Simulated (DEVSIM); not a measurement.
**illuminated Si p-on-n cell, one wavelength, with a back-surface field**

System: illuminated Si p-on-n cell, one wavelength, with a back-surface field, at 300 K.

| layer (left to right) | material | thickness (μm) | Nd (cm⁻³) | Na (cm⁻³) | τn (s) | τp (s) | absorption coefficient (cm⁻¹) |
|---|---|---|---|---|---|---|---|
| 1 | Si | 0.0630 | - | 2.7e18 | 3.4e-8 | 2.3e-7 | 660 |
| 2 | Si | 49.0 | 1.4e17 | - | 1.3e-6 | 1.3e-6 | 660 |
| 3 | Si | 0.260 | 1.9e18 | - | 1.3e-6 | 3.9e-7 | 660 |

Left contact: ohmic, minority electron recombination velocity 2000 cm/s. Right contact: ohmic, minority hole recombination velocity 2e5 cm/s. Voltage is applied to the left contact. Recombination: SRH at mid-gap, radiative, Auger. Gap narrowing is on: ΔEg = 6.92 meV × (l + √(l² + 0.5)), l = ln(N/1.3e17 cm⁻³), shared equally by both band edges. Light enters at the left, 2.2e16 photons cm⁻² s⁻¹, one pass, no reflection. Mobility is μmin + (μ − μmin)/(1 + (N/Nref)^α).

This is a model device: material constants are rounded textbook-type values typed into the input, and sizes, dopings and lifetimes were drawn at random. Values at 300 K.

| parameter | Si |
|---|---|
| gap (eV) | 1.124 |
| affinity (eV) | 4.05 |
| permittivity | 11.7 |
| Nc (cm⁻³) | 2.86e19 |
| Nv (cm⁻³) | 3.1e19 |
| μn (cm²/Vs) | 1417 |
| μp (cm²/Vs) | 470 |
| μn,min | 52 |
| μp,min | 45 |
| Nref,n | 9.7e16 |
| Nref,p | 2.2e17 |
| αn | 0.68 |
| αp | 0.72 |
| B (cm³/s) | 4.7e-15 |
| Cn (cm⁶/s) | 2.8e-31 |
| Cp (cm⁶/s) | 9.9e-32 |

Model (solved in DEVSIM): 1D drift-diffusion, Boltzmann statistics, complete ionisation; no tunnelling, impact ionisation, image-force lowering or self-heating.

```
Item                                                       Value
---------------------------------------------------  -----------
Potential step across the device at zero bias            0.951 V
Dark forward voltage at 1 A/cm²                          0.733 V
Dark forward voltage at 100 A/cm²                        0.875 V
Short-circuit current                                2.25 mA/cm²
Open-circuit voltage                                     0.574 V
Fill factor                                                 0.82
Largest power                                        1.06 mW/cm²
Share of generated pairs collected at short circuit        0.665
```

Dark reverse current:

```tsv
V (V)	J (A/cm²)
-0.04	-3.6e-10
-0.10	-7.2e-10
-0.20	-1.2e-9
-0.30	-1.6e-9
-0.40	-2.0e-9
-0.60	-2.8e-9
```

Current under light (generator sign):

```json
[
 {"V (V)": "0.00", "J (mA/cm²)": "2.25"},
 {"V (V)": "0.08", "J (mA/cm²)": "2.25"},
 {"V (V)": "0.16", "J (mA/cm²)": "2.25"},
 {"V (V)": "0.24", "J (mA/cm²)": "2.25"},
 {"V (V)": "0.32", "J (mA/cm²)": "2.25"},
 {"V (V)": "0.42", "J (mA/cm²)": "2.24"},
 {"V (V)": "0.44", "J (mA/cm²)": "2.24"},
 {"V (V)": "0.46", "J (mA/cm²)": "2.22"},
 {"V (V)": "0.48", "J (mA/cm²)": "2.19"},
 {"V (V)": "0.50", "J (mA/cm²)": "2.11"},
 {"V (V)": "0.52", "J (mA/cm²)": "1.96"},
 {"V (V)": "0.54", "J (mA/cm²)": "1.63"},
 {"V (V)": "0.56", "J (mA/cm²)": "0.920"},
 {"V (V)": "0.58", "J (mA/cm²)": "-0.607"}
]
```
